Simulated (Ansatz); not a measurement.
# Rh: stress against strain

Rh (fcc, Fm-3m, 13.238 Å³/atom at rest) under an equal strain ε in the (111) plane with the normal axis free, as in a coherent film. LDA in Ansatz, a plane-wave DFT program (PAW, default set), 420 eV, 30×30×30 Γ-centred mesh, Fermi-Dirac smearing 0.10 eV; ions are relaxed within the symmetry of each cell. Stress is positive for a compressed cell.

Here s stands for strain and y for stress xx.

```csv
strain (%),stress xx (GPa)
-2.50,?
-1.25,9.24
-0.83,5.98
-0.42,2.95
0.00,0.00
0.42,-2.79
0.83,-5.38
1.25,-7.89
```

Task: Fit y against s with a straight line, and predict the withheld value at s = -2.50.

Result: Means: s 0, y 0.301. About the means, the sum of products is -33.252 and the sum of squares of s is 4.8556; the slope is their ratio. Least squares gives y = 0.301 - 6.8482·s. Residuals (row less fit): 0.379, -0.005, -0.227, -0.301, -0.215, 0.003, 0.369; standard error 0.306 (degrees of freedom: 5). The slope gives the biaxial elastic modulus of this plane = 685 ± 14 GPa. At the withheld row, y = 0.301 - 6.8482 × (-2.50) = 17.421 GPa. The calculation gives 19.98 GPa, 2.559 GPa above the prediction (9.2 % of the range of y in the table). The row lies outside the fitted rows, so this is an extrapolation. From the scatter of the fitted rows alone, a prediction at this place has a standard error of 0.477 GPa, so the miss is 5.4 times that.

One order more, fitted to all 13 runs of the series, follows each within 0.06, so the miss is the next term of a smooth law. In a metal these values are sensitive to mesh and smearing; energies are taken to zero smearing, stresses follow the free energy. Rows are the converged runs of the series near zero and its far end; series whose fitted rows scatter by over a few per cent of the range, as at a crossing or softening among them, aren't shown in this form. Most that stay on the fit to the last digits aren't either.
